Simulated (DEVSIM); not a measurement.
System: abrupt Si p-n junction, at 350 K.

Layer 1 from the left is Si, thickness (μm) 4.10, Na (cm⁻³) 6.6e18, τn (s) 2.6e-6, τp (s) 2.6e-6. Layer 2 from the left is Si, thickness (μm) 250, Nd (cm⁻³) 2.5e17, τn (s) 2.6e-6, τp (s) 2.6e-6.

Left contact: ohmic. Right contact: ohmic. Voltage is applied to the left contact. Recombination: SRH at mid-gap, radiative, Auger. Mobility is μmin + (μ − μmin)/(1 + (N/Nref)^α).

Constants are typed, rounded textbook-type inputs, not results; the design itself was drawn at random and stands for no fabricated device. Values at 300 K; Nc and Nv go as T^1.5, mobilities as T to minus their exponent, the gap by Varshni's rule with the affinity fixed.

Si: gap (eV) 1.124, affinity (eV) 4.05, permittivity 11.7, Nc (cm⁻³) 2.86e19, Nv (cm⁻³) 3.1e19, μn (cm²/Vs) 1417, μp (cm²/Vs) 470, μn,min 52, μp,min 45, Nref,n 9.7e16, Nref,p 2.2e17, αn 0.68, αp 0.72, T exponent of μn 2.3, T exponent of μp 2.2, B (cm³/s) 4.7e-15, Cn (cm⁶/s) 2.8e-31, Cp (cm⁶/s) 9.9e-32, Varshni α (eV/K) 0.000473, Varshni β (K) 636.

DEVSIM, 1D drift-diffusion, Boltzmann statistics, complete ionisation; no tunnelling, impact ionisation, image-force lowering or self-heating.

Dark forward current:

| |V| (V) | |J| (A/cm²) |
|---|---|
| 0.05 | 1.065e-8 |
| 0.10 | 3.621e-8 |
| 0.15 | 1.069e-7 |
| 0.20 | 3.315e-7 |
| 0.25 | 1.161e-6 |
| 0.30 | 4.679e-6 |
| 0.35 | 2.111e-5 |
| 0.40 | 0.0001024 |
| 0.45 | 0.0005170 |
| 0.50 | 0.002662 |
| 0.55 | 0.01383 |
| 0.60 | 0.07204 |
| 0.65 | 0.3707 |
| 0.70 | 1.792 |
| 0.75 | 7.020 |
| 0.80 | 19.32 |
| 0.85 | 39.15 |
| 0.90 | 65.51 |
| 0.95 | 97.61 |
| 1.00 | 135.0 |
| 1.05 | 177.5 |
| 1.10 | 224.9 |
| 1.15 | 277.0 |
| 1.20 | 333.6 |
| 1.25 | 394.7 |
| 1.30 | 459.8 |

Work out the local ideality factor n = ΔV / (kT/q · ln(J2/J1)) between the rows 0.15 and 0.20 V, 0.55 and 0.60 V, 1.25 and 1.30 V.

kT/q = 30.16 mV. From 0.15 to 0.20 V: ln(3.315e-7/1.069e-7) = 1.132, n = 1.46. From 0.55 to 0.60 V: ln(0.07204/0.01383) = 1.650, n = 1.00, near the 1 of diffusion or emission over a barrier. From 1.25 to 1.30 V: ln(459.8/394.7) = 0.153, n = 10.86.

Estimate the current at 0.50 V from the Shockley equation with J0 = Σ q ni² D/(N L) coth(W/L), τ joining the SRH, radiative and Auger lifetimes that are on, and W taken as the whole layer.

ni² = 1.43e23 cm⁻⁶; electrons in the p layer: μ = 87.9 cm²/Vs, D = 2.65 cm²/s, τ = 2.12e-7 s, L = 7.49 μm, W/L = 0.55, term 2.46e-11 A/cm²; holes in the n layer: μ = 176 cm²/Vs, D = 5.32 cm²/s, τ = 2.48e-6 s, L = 36.3 μm, W/L = 6.9, term 1.34e-10 A/cm². J0 = 1.59e-10 A/cm², and J = J0 exp(qV/kT) = 0.00251 A/cm². The simulation gives 0.00266 A/cm²; the estimate lies 5.6 % below. The estimate leaves out recombination in the depletion region and that region's share of W.
